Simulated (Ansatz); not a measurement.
# One base run on BN (F-43m, 2 atoms in the cell) and variants with one or two settings moved

```
BN
1.0
    0.00000     1.81590     1.81590
    1.81590     0.00000     1.81590
    1.81590     1.81590     0.00000
B N
1 1
Direct
  0.00000   0.00000   0.00000
  0.75000   0.75000   0.75000
```

Base run A: PBE, PAW files (Ansatz, an electronic-structure program), self-consistent single point.

Its settings: kpoints.mp_grid.grid = 8 8 8; hamiltonian.xc = pbe; hamiltonian.pseudopotentials = {kind: paw} (an earlier, softer set of the program's PAW files); scf.occupations.method = fixed.

The starting cell comes from a database of computed structures (which also holds hypothetical and non-ambient phases and stackings), without a prior relaxation at this level. Its lattice was rescaled by a random factor within 2.5 % of one. Ansatz's pressure includes its estimate of the finite-basis (Pulay) stress.

ΔF is the free energy per atom less that of run A. A dash stands where there is no value to compare (another energy zero or no entropy term, no result, no spin, no clean gap, or a mesh too coarse for one). Total energies depend on the potentials, the functional and any Hubbard or dispersion term, so they are compared only between runs that share all of them.

Runs:
- B: hamiltonian.xc: pbe → hse06 [HSE06]
- C: scf.convergence.dr2_threshold: default (1e-07 eV) → 1e-10 eV
- D: crystal.symmetry.detect: default → false
- E: kpoints.mp_grid.grid: 8 8 8 → 6 6 6; hamiltonian.xc: pbe → b3lyp [B3LYP]
- F: scf.mixing.algorithm: default (the program chose MSR1) → msr1; scf.mixing.ndim: default → 12
- G: scf.algorithm: default → direct_min
- H: scf.mixing.preconditioner: default (the program chose none) → kerker; scf.mixing.q_tf: default → 0.5

| run | ΔF (meV/atom) | pressure (GPa) | gap on the mesh (eV) | k-points |
|---|---|---|---|---|
| A | 0.00 | -2.34 | 4.451 | 29 |
| B | – | -11.47 | 5.764 | 29 |
| C | 0.00 | -2.34 | 4.451 | 29 |
| D | 0.00 | -2.34 | 4.451 | 260 |
| E | – | -4.86 | 6.520 | 16 |
| F | 0.00 | -2.34 | 4.451 | 29 |
| G | 0.00 | -2.34 | 4.451 | 29 |
| H | 0.00 | -2.34 | 4.451 | 29 |

Run B against A: The pressure goes from -2.34 to -11.47 GPa and the gap on the mesh goes from 4.451 to 5.764 eV.

Run H against A: The free energy stays essentially unchanged (within 1 meV/atom), the pressure stays at -2.34 GPa and the gap on the mesh stays at 4.451 eV.

Keys are those of Ansatz 0.2.
